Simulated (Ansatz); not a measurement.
AgInTe2 (P-4m2, No. 115, 4 atoms in the cell; start mp-1223798; a measured phase of this formula has another space group), treated with PBE0 (PAW; Ansatz, a first-principles code).

Numerical settings: plane-wave cutoff 460 eV, 6×6×4 k mesh (along the axes of the cell as run), Fermi–Dirac smearing 0.01 eV, no spin polarisation, scalar-relativistic PAW data made under PBE.

Cell (relaxed with PBEsol):

Space group P-4m2 (No. 115); a = 4.5213 Å, b = 4.5213 Å, c = 6.4569 Å, α = 90.00°, β = 90.00°, γ = 90.00°

```json
[
 {"atom": "In", "site": "1c", "symmetry": "-4m2", "x": "0.5000", "y": "0.5000", "z": "0.5000"},
 {"atom": "Ag", "site": "1a", "symmetry": "-4m2", "x": "0.0000", "y": "0.0000", "z": "0.0000"},
 {"atom": "Te", "site": "2g", "symmetry": "2mm.", "x": "0.0000", "y": "0.5000", "z": "0.2385"}
]
```

### Question
Predict the band gap.

### Answer

- band gap: 1.24 eV (on the SCF k mesh)

Note: cell and atoms aren't relaxed at this level (pressure 1.3 GPa).

Spin–orbit coupling is not included; with these elements it can move the gap by several tenths of an eV or more.

The computed numbers hold no vibrational or temperature effects.

A start named mp-… is a Materials Project structure, which need not be a measured phase.
